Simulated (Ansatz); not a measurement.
The parent structure is CoSi2 (space group Fm-3m, No. 225; a = 5.3153 Å; not spin-polarised; relaxed with 0.1 eV smearing).

Computed with r2SCAN, PAW, 500 eV (Ansatz, a program for electronic structure; no SOC), earlier PAW set.

For the base:

```
Quantity   Result
--------  -------
Pressure  0.0 GPa
```

The change: an isotropic linear strain of +5.00 %; the atoms relax in the strained cell.

Task: What does the calculation give for the energy relative to the base after the change?

Result: The energy rises by 145 meV/atom.

Task: What happens to the pressure?

Result: The pressure goes from zero to -20.5 GPa.

Whether these cells are dynamically stable was not tested. Seeded moments were not kept for the base. The final runs are not spin-polarised. An odd electron count without spin: CoSi2.
